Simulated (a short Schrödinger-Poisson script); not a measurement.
From a short Schrödinger-Poisson script (our own, NumPy): 1D Poisson equation in equilibrium, electrons quantum, Hartree (BenDaniel-Duke, 40 states a valley, the channel's in-plane mass for all, wave functions free to enter the barrier), parabolic valleys, classical holes, full ionisation, no traps, pinning or gate leakage.

Stack: gated In0.52Al0.48As/In0.53Ga0.47As modulation-doped gas in a quantum well, at 300 K.

From the gate side: 15 nm In0.52Al0.48As; 40 nm In0.52Al0.48As, donors 4e17 cm⁻³; 3 nm In0.52Al0.48As; 10 nm In0.53Ga0.47As; 4000 nm In0.52Al0.48As, acceptors 2e14 cm⁻³.

Constants are typed, rounded textbook-type inputs, not results; the design itself was drawn at random and stands for no fabricated device. In0.52Al0.48As: permittivity 12.5, conduction-band edge (eV) 0.52, gap (eV) 1.45, electron mass (mₑ) 0.075, Nv at 300 K (cm⁻³) 1.1e19. In0.53Ga0.47As: permittivity 13.9, conduction-band edge (eV) 0, gap (eV) 0.74, Nv at 300 K (cm⁻³) 7.7e18.

Channel valleys (confinement mass, in-plane density-of-states mass, number): Γ 0.041, 0.041, 1. At the gate the conduction-band edge of layer 1 lies 0.65 eV − eVg above the Fermi level of the channel; the field vanishes at the back. The barrier under the gate holds no holes. Gaps are held at their typed values at every temperature. Mesh 0.08 nm at interfaces.

**Question.** Give the gate voltage at 1e11 electrons/cm² (V); the lowest subband against the Fermi level at Vg = 0.4 V (meV); the capacitance at Vg = 0.4 V (μF/cm²).

**Answer.** gate voltage at 1e11 electrons/cm² (V): -0.53; lowest subband against the Fermi level at Vg = 0.4 V (meV): -58.2; capacitance at Vg = 0.4 V (μF/cm²): 0.191.
